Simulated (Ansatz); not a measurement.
Input and output of a self-consistent single point for Tl₃Zn (Pm-3m, 4 atoms in the cell) (Ansatz, an electronic-structure program).

Computed with LDA (PW92), default PAW files made with PBE (plane waves; Ansatz).

```
Tl3Zn
1.0
    4.80099     0.00000     0.00000
    0.00000     4.80099     0.00000
    0.00000     0.00000     4.80099
Zn Tl
1 3
Direct
  0.00000   0.00000   0.00000
  0.50000   0.00000   0.50000
  0.00000   0.50000   0.50000
  0.50000   0.50000   0.00000
```

Reference input (self-consistent single point, DFT, LDA (PW92), plane waves, default PAW files made with PBE): basis.ecutwfc = 30.9 Ry; kpoints.mp_grid.grid = 6 6 6; hamiltonian.xc = lda; hamiltonian.pseudopotentials = {kind: paw} (the program's default PAW files); scf.occupations.method = cold; scf.occupations.width = 0.02 Ry. This run's input differs from it in these lines:

Ansatz 0.2 input:
```diff
@@ -13,3 +13,3 @@
 kpoints:
-  mp_grid: { grid: [6, 6, 6] }
+  mp_grid: { grid: [11, 11, 11] }
 hamiltonian:
```

Output, abridged:

```
SCF iter   1: F=—  HF=-36685.157268 eV  |F-HF|=—  |Δ(HF+E_count)|=         —  Δρ=4.40e-3  dr2=1.79e-2  ethr=1.77e-3  ⟨swp⟩=5.6  Hψ=7195  notcnv=0
all-band conjugate gradients solve this SCF's bands
preconditioner: auto → Kerker (q_TF=auto, 2.398 Å⁻¹)
SCF iter   2: F=—  HF=-36685.148605 eV  |F-HF|=—  |Δ(HF+E_count)|=   8.66e-3  S|Δr|=    0.00e0  Δρ=1.58e-3  dr2=3.30e-3  ethr=3.51e-5  ⟨swp⟩=2.0  Hψ=3349  notcnv=0
   [... lines left out ...]
SCF iter   5: F=—  HF=-36685.147325 eV  |F-HF|=—  |Δ(HF+E_count)|=   1.23e-5  S|Δr|=    0.00e0  Δρ=7.32e-5  dr2=1.05e-5  ethr=1.65e-7  ⟨swp⟩=2.9  Hψ=3136  notcnv=0
SCF iter   6: F=—  HF=-36685.147323 eV  |F-HF|=—  |Δ(HF+E_count)|=   1.77e-6  S|Δr|=    0.00e0  Δρ=1.46e-5  dr2=2.76e-7  ethr=2.06e-8  ⟨swp⟩=2.0  Hψ=1879  notcnv=0
SCF iter   7: F=-36685.147323 eV  HF=-36685.147323 eV  |F-HF|=2.31e-8  |Δ(HF+E_count)|=   4.45e-8  S|Δr|=    0.00e0  Δρ=5.75e-6  dr2=6.27e-8  ethr=1.96e-10  ⟨swp⟩=6.2  Hψ=7366  notcnv=0
SCF 1 converged in 7 iterations: F = -36685.147323 eV  dr2 = 6.27e-8
Stability not checked (fill_not_monotonic)
Free energy (F): -36685.147323 eV
Internal energy: -36685.158524 eV  (E = F + TS)
E sigma→0 (E₀):  -36685.151057 eV
Entropy (-TS):   0.011201 eV (2.800 meV/atom)
Fermi energy:    8.833654 eV
--- Forces (eV/Å), atoms counted from 1 ---
  atom   1  Zn     0.00000000     0.00000000     0.00000000
   [... zero for the other atoms too ...]
--- Stress (GPa, compression-positive) ---
       -4.124883       0.000000       0.000000
        0.000000      -4.124883       0.000000
        0.000000       0.000000      -4.124883
  P = ⅓ Tr σ = -4.1249 GPa (-41.249 kbar)
  The stress holds the Pulay correction. Without it, at fixed plane waves, as pw.x and ABINIT print it: P = -4.1566 GPa
```

The run converged in 7 iterations. Against the reference run the free energy goes up by 5.6 meV/atom and the pressure goes from -4.42 to -4.12 GPa.

The starting cell comes from a database of computed structures (which also holds hypothetical and non-ambient phases and stackings), without a prior relaxation at this level. With a pressure of about -4 GPa the cell is away from its equilibrium volume at this level. Ansatz's pressure includes its estimate of the finite-basis (Pulay) stress.
